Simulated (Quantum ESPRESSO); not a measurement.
Input and output of a self-consistent single point for HfPd (Pm-3m, 2 atoms in the cell) (Quantum ESPRESSO).

Computed with PBEsol, spin-orbit coupling, PseudoDojo fully relativistic norm-conserving (PBESOL) pseudopotentials (plane waves; Quantum ESPRESSO).

```xyz
2
Lattice="3.3056 0.0000 0.0000 0.0000 3.3056 0.0000 0.0000 0.0000 3.3056" Properties=species:S:1:pos:R:3 pbc="T T T"
Hf     0.0000     0.0000     0.0000
Pd     1.6528     1.6528     1.6528
```

Reference input (self-consistent single point, DFT, PBEsol, plane waves, PseudoDojo standard norm-conserving (PBESOL) pseudopotentials): ecutwfc = 85 Ry; occupations = smearing; smearing = gaussian; degauss = 0.0147 Ry; potentials = {Hf: Hf.upf, Pd: Pd.upf}; K_POINTS = automatic 10 10 10 0 0 0; conv_thr = 1e-11 Ry; mixing_beta = 0.4. This run's input differs from it in these lines:

```diff
@@ -17,2 +17,4 @@
    degauss = 0.0147,
+   noncolin = .true.,
+   lspinorb = .true.,
 /
```

Its files differ too (potentials: PseudoDojo fully relativistic norm-conserving (PBESOL)).

The program printed (abridged):

```
     Self-consistent Calculation

     iteration #  1     ecut=    85.00 Ry     beta= 0.40

---- Real-time Memory Report at c_bands before calling an iterative solver
           283 MiB given to the printing process from OS
           254 MiB allocation reported by mallinfo(arena+hblkhd)
------------------

     total energy              =    -381.88090705 Ry
     estimated scf accuracy    <       2.02053712 Ry

     iteration #  2     ecut=    85.00 Ry     beta= 0.40

---- Real-time Memory Report at c_bands before calling an iterative solver
           316 MiB given to the printing process from OS
   [... lines left out ...]

---- Real-time Memory Report at c_bands before calling an iterative solver
           341 MiB given to the printing process from OS
           311 MiB allocation reported by mallinfo(arena+hblkhd)
------------------

     total energy              =    -382.80146831 Ry
     estimated scf accuracy    <          7.8E-11 Ry

     iteration # 16     ecut=    85.00 Ry     beta= 0.40

---- Real-time Memory Report at c_bands before calling an iterative solver
           341 MiB given to the printing process from OS
           311 MiB allocation reported by mallinfo(arena+hblkhd)
------------------
     End of self-consistent calculation

     the Fermi energy is    17.7354 ev

!    total energy              =    -382.80146831 Ry
     estimated scf accuracy    <          4.5E-12 Ry
     smearing contrib. (-TS)   =      -0.00225898 Ry
     internal energy E=F+TS    =    -382.79920933 Ry

     convergence has been achieved in  16 iterations

     Forces acting on atoms (cartesian axes, Ry/au):

     atom    1 type  1   force =     0.00000000    0.00000000    0.00000000
     atom    2 type  2   force =     0.00000000    0.00000000    0.00000000

     Total force =     0.000000     Total SCF correction =     0.000000

          total   stress  (Ry/bohr**3)                   (kbar)     P=      -30.71
  -0.00020874   0.00000000   0.00000000          -30.71        0.00        0.00
   0.00000000  -0.00020874   0.00000000            0.00      -30.71        0.00
   0.00000000   0.00000000  -0.00020874            0.00        0.00      -30.71

   JOB DONE.
```

The run converged in 16 iterations. Against the reference run the pressure stays at -3.07 GPa.

The starting cell comes from a database of computed structures (which also holds hypothetical and non-ambient phases and stackings), without a prior relaxation at this level. With a pressure of about -3 GPa the cell is away from its equilibrium volume at this level.

Cost on one core of a shared machine: roughly 3 min.
